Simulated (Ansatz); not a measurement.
Abridged Ansatz (an electronic-structure program) output:

```
Relaxation: its limit of steps is 60 (relax.max_steps)
Pseudopotential: Sc, paw, valence charge 11
Pseudopotential: Cu, paw, valence charge 19
Pseudopotential: O, paw, valence charge 6
Crystal: 8 atoms, lattice volume = 100.969 Å³
Basis set: ecut = 420 eV, 2005 PW (Γ), exchange–correlation on 48×48×160 points (8 copies of the dense FFT grid, shifted against one another)
Bands: 51, of which v1, the nominal top of the filled ones, is band 42 counted from 1 (41 counted from 0)
Symmetry: 24 space group operations
k-points: 38 of 432
Functional: x = pbesol(κ = 0.804, μ = 0.12345679012345678), c = pbesol(β = 0.046)
SCF iter   1: F=—  HF=-19652.785954 eV  |F-HF|=—  |Δ(HF+E_count)|=         —  Δρ=1.73e-2  dr2=2.26e-1  ethr=1.77e-3  ⟨swp⟩=5.7  Hψ=6582  notcnv=0  defer=1
SCF iter   2: F=—  HF=-19652.744141 eV  |F-HF|=—  |Δ(HF+E_count)|=   4.18e-2  Δρ=8.67e-3  dr2=4.58e-2  ethr=2.70e-4  ⟨swp⟩=2.5  Hψ=3474  notcnv=0  defer=42
SCF 1 converged in 9 iterations: F = -19652.731421 eV  dr2 = 4.74e-9
relax step   1: F+E_penalty+E_count = -19652.73142147 eV  Δ(F+E_penalty+E_count) = +0.000e0 eV  max|allowed force component| = 4.879e-5 eV/Å  Δτ_max = 0.0000 Å  P = -0.998 GPa  Ω = 100.969 Å³  (9 SCF iters, dr2 threshold 1.00e-7 eV, accepted)
[... steps on the carried basis left out ...]
relax step   9: F+E_penalty+E_count = -19652.72422509 eV  Δ(F+E_penalty+E_count) = -1.080e-4 eV  max|allowed force component| = 1.185e-5 eV/Å  Δτ_max = 0.0000 Å  P = -1.998 GPa  Ω = 101.718 Å³  stress off target by 2.09e-3 GPa  SCF on the basis re-selected at this cell (its energy is not comparable with the rows above)  (6 SCF iters)
SCF converged after 6 iterations
Free energy (F): -19652.724225 eV
Internal energy: -19652.724225 eV  (E = F + TS)
E sigma→0 (E₀):  -19652.724225 eV
Fermi energy:    10.555718 eV
--- Forces (eV/Å), atoms counted from 1 ---
  atom   1  Sc    -0.00000000     0.00000000     0.00000000
  atom   2  Sc    -0.00000000     0.00000000     0.00000000
  atom   3  Cu     0.00000000    -0.00000000     0.00000000
  atom   4  Cu     0.00000000     0.00000000    -0.00000000
  atom   5  O     -0.00000000     0.00000000    -0.00001185
  atom   6  O     -0.00000000    -0.00000000     0.00001185
  atom   7  O      0.00000000    -0.00000000    -0.00001185
  atom   8  O      0.00000000     0.00000000     0.00001185
--- Stress (GPa, compression-positive) ---
       -1.997912       0.000000      -0.000000
        0.000000      -1.997912      -0.000000
       -0.000000      -0.000000      -1.998991
  P = ⅓ Tr σ = -1.9983 GPa (-19.983 kbar)
--- Relaxed structure (7 steps of the walk, 6 accepted, 2 SCFs on fresh bases) ---
  cell:  # Å, volume = 101.7183 Å³
    - [3.223517439820901, 0.0, 0.0]
    - [-1.6117587199104506, 2.791647992427076, 0.0]
    - [0.0, 0.0, 11.303383382365682]
  atoms:
    - { symbol: Sc, position: [-2.5125896478930458e-36, 1.0116341773488019e-35, -7.500078300333388e-23] }
    - { symbol: Sc, position: [8.536593503540323e-35, 1.3541027629991736e-35, 0.5] }
    - { symbol: Cu, position: [0.6666666666666666, 0.33333333333333326, 0.7499999999999999] }
    - { symbol: Cu, position: [0.33333333333333326, 0.6666666666666665, 0.25] }
    - { symbol: O, position: [0.33333333333333326, 0.6666666666666665, 0.4107764286271671] }
    - { symbol: O, position: [0.6666666666666666, 0.33333333333333326, 0.5892235713728329] }
    - { symbol: O, position: [0.6666666666666666, 0.33333333333333326, 0.9107764286271671] }
    - { symbol: O, position: [0.33333333333333326, 0.6666666666666665, 0.08922357137283293] }
```

### Question
What was computed, and what are the main results?

### Answer
ScCuO2, 8 atoms in the cell, with PBEsol (Ansatz, PAW, scalar-relativistic without spin-orbit coupling), from a series relaxed to a target (pressure −2 GPa). The last SCF converged to F = -19652.724225 eV, or -2456.5905 eV per atom, at a pressure of -2.00 GPa. The total energy compares only with runs of the same code, potentials and settings.

Load acts through the strain it causes; cell and atoms are relaxed under it. Stability against distortions was not tested. No Hubbard U is applied. The final runs are not spin-polarised. The cell was made from ScCuO₂ (space group P6_3/mmc, No. 194) by this change: pressure −2 GPa.

Keys are those of Ansatz 0.2.
